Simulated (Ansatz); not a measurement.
**Ansatz (a program for electronic structure) run on AlAs (F-43m, 2 atoms in the cell): self-consistent single point**

Computed with PBE (plane waves, PAW; Ansatz).

Input as run:

Ansatz 0.2 input:
```yaml
crystal:
  lattice:
    - [0.000000, 2.830000, 2.830000]
    - [2.830000, 0.000000, 2.830000]
    - [2.830000, 2.830000, 0.000000]
  atoms:
    - { symbol: Al, position_ang: [0.000000, 0.000000, 0.000000] }
    - { symbol: As, position_ang: [1.415000, 1.415000, 1.415000] }
basis:
  ecutwfc: 30.9 Ry
kpoints:
  mp_grid: { grid: [8, 8, 8] }
hamiltonian:
  xc: pbe
  pseudopotentials: { kind: paw }
scf:
  occupations: { method: fermi_dirac, width: 0.0037 Ry }
output:
  forces: true
  eigenvalues: true
  stress: true
```

Output (repeated stretches shortened):

```
WARN ansatz: RAYON_NUM_THREADS=1 ignored (pool sized by the plan → 1); use --threads N
Pseudopotentials: kind: paw
Pseudopotential: Al, paw, valence charge 3
Pseudopotential: As, paw, valence charge 15
Crystal: 2 atoms, lattice volume = 45.330 Å³
Basis set: ecut = 420.4159175005146 eV, 893 PW (Γ), exchange–correlation on 54×54×54 points (8 copies of the dense FFT grid, shifted against one another)
Bands: 13, of which v1, the nominal top of the filled ones, is band 9 counted from 1 (8 counted from 0)
Symmetry: 24 space group operations
Space group: F-43m (ITA 216), of the structure as read, at distance tolerance 3.6e-5 Å
k-points: 29 of 512 (time reversal used)
Initial density: superposition of atomic densities (neutral atoms: chi_scale 0, normalization atom), corrected by the library's trained network
Initial wavefunctions: pseudopotential atomic-orbital guess
Eigensolver: davidson
Functional: x = pbe(κ = 0.804, μ = 0.2195149727645171), c = pbe(β = 0.06672455060314922)
SCF iter   1: F=—  HF=-5394.602061 eV  |F-HF|=—  |Δ(HF+E_count)|=         —  Δρ=1.65e-3  dr2=2.26e-3  ethr=1.77e-3  ⟨swp⟩=5.4  Hψ=2264  notcnv=0
all-band conjugate gradients solve this SCF's bands
preconditioner: auto → none
SCF iter   2: F=—  HF=-5394.601267 eV  |F-HF|=—  |Δ(HF+E_count)|=   7.94e-4  Δρ=4.94e-4  dr2=1.06e-4  ethr=1.26e-5  ⟨swp⟩=1.9  Hψ=677  notcnv=0
SCF iter   3: F=—  HF=-5394.601309 eV  |F-HF|=—  |Δ(HF+E_count)|=   4.15e-5  Δρ=2.01e-4  dr2=1.27e-5  ethr=5.88e-7  ⟨swp⟩=1.8  Hψ=446  notcnv=0
SCF iter   4: F=—  HF=-5394.601278 eV  |F-HF|=—  |Δ(HF+E_count)|=   3.09e-5  Δρ=2.20e-5  dr2=1.11e-7  ethr=7.05e-8  ⟨swp⟩=2.0  Hψ=490  notcnv=0
iter 5 did not close the SCF: its close was put off for the readings that it lacked (scf_convergence_deferred on its scf_iter line)
SCF iter   5: F=-5394.601278 eV  HF=-5394.601278 eV  |F-HF|=2.09e-8  |Δ(HF+E_count)|=   1.82e-7  Δρ=3.27e-6  dr2=5.67e-9  ethr=6.17e-10  ⟨swp⟩=2.0  Hψ=638  notcnv=0
SCF iter   6: F=-5394.601278 eV  HF=-5394.601278 eV  |F-HF|=7.24e-10  |Δ(HF+E_count)|=   9.28e-9  Δρ=1.19e-6  dr2=3.49e-10  ethr=3.15e-11  ⟨swp⟩=1.6  Hψ=1173  notcnv=0
SCF 1 converged in 6 iterations: F = -5394.601278 eV  dr2 = 3.49e-10
SCF converged after 6 iterations
Free energy (F): -5394.601278 eV
Harris-Foulkes:  -5394.601278 eV  (|F-HF|=7.24e-10)
Internal energy: -5394.601278 eV  (E = F + TS)
E sigma→0 (E₀):  -5394.601278 eV
Entropy (-TS):   -0.000000 eV (-0.000 meV/atom)
Fermi energy:    7.101707 eV
--- Per-component energies (eV) ---
  E_band       = -266.236561
  E_kinetic    = 126.826416
  E_local      = -2113.268916  (includes V_loc(G=0)·N_el)
  E_nonlocal   = -659.937850
  E_hartree    = 1130.513067
  E_xc         = -119.119979
  E_vxc        = -108.467825  (∫ρ·V_xc dr)
  E_paw        = -2303.072121  (= ΣΔE_a)
  E_vpaw       = 227.585558  (= ΣTr[D̂ρ^β])
  E_aug_tail   = 0.000006  (compensation charges beyond the density's cutoff)
  E_ewald      = -1456.541901
  E_smearing   = -0.000000  (= −TS)
  E_closure    = -0.000000  (closes the sum)
  Σ components = -5394.601278   (vs F -5394.601278, Δ=0.00e0)
--- Forces (eV/Å), atoms counted from 1 ---
  atom   1  Al     0.00000000    -0.00000000     0.00000000
  atom   2  As    -0.00000000     0.00000000    -0.00000000
  max |Σ_I F_I| component: 1.93e-16 eV/Å
--- Stress (GPa, compression-positive) ---
        2.619751      -0.000000      -0.000000
       -0.000000       2.619751       0.000000
       -0.000000       0.000000       2.619751
  P = ⅓ Tr σ = 2.6198 GPa (26.198 kbar)
  The stress holds the Pulay correction. Without it, at fixed plane waves, as pw.x and ABINIT print it: P = 2.5906 GPa
--- Band table (eV; the first three rows and the last of 29) ---
  k-point 0: bands = ["-27.9962", "-27.9962", "-27.9962", "-27.9856", "-27.9856", "-5.4942", "6.3717", "6.3717", "6.3717", "8.4291", "10.6760", "10.6760", "10.6760"]
  k-point 1: bands = ["-27.9962", "-27.9961", "-27.9961", "-27.9856", "-27.9856", "-5.3415", "4.9483", "6.2115", "6.2115", "9.1748", "10.9573", "10.9573", "11.0795"]
  k-point 2: bands = ["-27.9961", "-27.9957", "-27.9957", "-27.9855", "-27.9855", "-4.9177", "2.9924", "5.8950", "5.8950", "8.9973", "11.2973", "11.2973", "12.8308"]
  k-point 28: bands = ["-27.9959", "-27.9954", "-27.9943", "-27.9858", "-27.9850", "-3.4974", "1.2944", "3.2014", "3.5569", "10.7008", "12.0247", "12.0891", "12.4389"]
```

The run converged in 6 iterations.

The starting cell has typed, rounded lattice constants, without a prior relaxation at this level. Ansatz's pressure includes its estimate of the finite-basis (Pulay) stress.
